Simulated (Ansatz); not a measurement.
# Effect of pressure 75 GPa on BaO

Consider BaO in the rock salt structure (space group Fm-3m, No. 225; a = 5.574 Å).

Perturbation: a hydrostatic pressure of 75 GPa.

Computed with DFT with PBE, PAW potentials and a 420 eV plane-wave cutoff in Ansatz (a first-principles code), no spin-orbit coupling. Settings: 10×10×10 k-points, 0.05 eV Fermi–Dirac smearing.

The volume per atom decreases by 7.456 Å³, from 21.64 Å³ to 14.19 Å³ and the density goes up by 3.09 g/cm³, from 5.88 g/cm³ to 8.97 g/cm³. The lattice parameter a drops by 0.732 Å (5.574 Å → 4.842 Å) and the shortest interatomic distance decreases by 0.366 Å (2.787 Å → 2.421 Å). The band gap becomes zero (base: 2.10 eV).

Final structure:

```yaml
crystal:
  lattice:
    - [0.00000, 2.42087, 2.42087]
    - [2.42087, 0.00000, 2.42087]
    - [2.42087, 2.42087, 0.00000]
  atoms:
    - { symbol: Ba, position: [0.00000, 0.00000, 0.00000] }
    - { symbol: O, position: [0.50000, 0.50000, 0.50000] }
```

The mesh was chosen for an insulator and is coarse for the gapless case. Load acts through the strain it causes; cell and atoms are relaxed under it. No phonon test of stability was made. No other phases were tried under pressure. All final runs are without spin polarisation. A zero or small gap of BaO under pressure 75 GPa can be the functional's error rather than a property of the material.
